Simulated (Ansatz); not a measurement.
Results of BLYP (Ansatz, a program for electronic structure, plane waves, PAW) for hexagonal WC.

Settings: plane-wave cutoff 520 eV, 24×24×20 k mesh (along the axes of the cell as run), Fermi–Dirac smearing 0.05 eV, no spin polarisation, scalar-relativistic PAW data made under PBE.

Equation-of-state points:

```tsv
V (Å³/atom)	E − E_lowest (meV/atom)	P (GPa)
10.452	20.27	15.46
10.670	4.89	7.32
10.887	0.00	0.00
11.105	4.54	-6.57
11.323	17.55	-12.47
```

Q: What bulk modulus B0 and pressure derivative B′ does a third-order Birch–Murnaghan fit give?

A: V0 = 10.887 Å³/atom, B0 = 346 GPa, B′ = 4.4 (fit to the energies at full precision).

Shape and atoms are relaxed at each volume.

Measured, for comparison: bulk modulus 384 ± 0.8 GPa (room temperature, not corrected to a static lattice, adiabatic, ultrasonic, our sources range from 377 to 412; as tabulated in Compression behavior of WC and WC-6%Co up to 50 GPa (OSTI 1006718)). Computed (rounded) less measured: bulk modulus -10 % (-8 % to -16 % over the range).

Note: the bulk modulus comes from volumes at which shape and atoms were relaxed.

Spin–orbit coupling is not included.

The computed numbers hold no vibrational or temperature effects.
